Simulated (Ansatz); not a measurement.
## TiO2: response to strain

Consider TiO2 in the anatase structure (space group I4_1/amd, No. 141; a = 3.7988 Å, c = 9.7007 Å). Axes: x, y, z lie along a, b, c of the conventional cell.

Strains are applied to the cell and any free atomic positions relax; under biaxial strain the out-of-plane vector relaxes too.

Computed with Kohn–Sham DFT with the PBE functional, run in Ansatz (a quantum-chemistry and plane-wave program) with PAW and 420 eV plane waves, scalar-relativistic without spin-orbit coupling.

Notes on the quantities. pressure: mean of the normal stresses, compression positive.

```json
[
 {"case": "base", "smallest direct gap": "2.43 eV", "band gap": "2.13 eV", "pressure": "0.00 GPa", "out-of-plane strain": "–"},
 {"case": "biaxial strain −3.00 %, plane normal [001], relaxed out of plane", "smallest direct gap": "2.68 eV", "band gap": "2.45 eV", "pressure": "…", "out-of-plane strain": "+4.91 %"},
 {"case": "biaxial strain −2.40 %, plane normal [001], relaxed out of plane", "smallest direct gap": "2.62 eV", "band gap": "2.38 eV", "pressure": "4.05 GPa", "out-of-plane strain": "+3.87 %"},
 {"case": "biaxial strain −1.80 %, plane normal [001], relaxed out of plane", "smallest direct gap": "2.57 eV", "band gap": "2.31 eV", "pressure": "3.05 GPa", "out-of-plane strain": "+2.86 %"},
 {"case": "biaxial strain −1.20 %, plane normal [001], relaxed out of plane", "smallest direct gap": "2.52 eV", "band gap": "…", "pressure": "2.05 GPa", "out-of-plane strain": "+1.87 %"},
 {"case": "biaxial strain −0.60 %, plane normal [001], relaxed out of plane", "smallest direct gap": "2.47 eV", "band gap": "…", "pressure": "1.03 GPa", "out-of-plane strain": "+0.91 %"}
]
```

**Question.** Fill in the withheld entries from the trend.

**Answer.** 
- biaxial strain −3.00 %, plane normal [001], relaxed out of plane, pressure: 5.05 GPa
- biaxial strain −1.20 %, plane normal [001], relaxed out of plane, band gap: 2.25 eV
- biaxial strain −0.60 %, plane normal [001], relaxed out of plane, band gap: 2.18 eV

Stability against distortions was not tested. The final runs are not spin-polarised.
